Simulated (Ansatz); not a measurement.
# Ta5Si3 under a change: biaxial strain +1.49 %, plane normal [001], relaxed out of plane

Consider Ta₅Si₃ (space group I4/mcm, No. 140; a = 6.504 Å, c = 11.814 Å). Axes: x, y, z lie along a, b, c of the conventional cell.

Modification: biaxial strain +1.49 %, plane normal [001], relaxed out of plane (Cartesian); in-plane vectors clamped, the third vector and the atoms free.

The values are results of DFT with PBEsol, PAW potentials and a 420 eV plane-wave cutoff in Ansatz (a first-principles code), spin-orbit coupling left out, not measurements. k-mesh 8×8×8 (Γ-centred); smearing 0.05 eV (Fermi–Dirac).

| quantity | base | changed | shift |
|---|---|---|---|
| volume per atom | 15.62 Å³ | 15.91 Å³ | +0.296 Å³ |
| space group | I4/mcm (No. 140) | I4/mcm (No. 140) | – |
| shortest interatomic distance | 2.395 Å | 2.433 Å | +0.038 Å |
| energy relative to the base (free energy F) | 0 meV/atom | +9.3 meV/atom | +9.3 meV/atom |
| pressure (mean of the normal stresses, compression positive) | 0.0 GPa | -4.2 GPa | -4.2 GPa |
| band gap | zero | zero | – |
| out-of-plane strain (rough) | – | -1.07 % | – |
| mean in-plane stress (compression positive) (rough) | – | -6.3 GPa | – |

Without a gap, meshes like the base's 8×8×8 leave anisotropic stresses uncertain by several tenths of a GPa, and small strain energies with them. No phonon test of stability was made. All final runs are without spin polarisation.
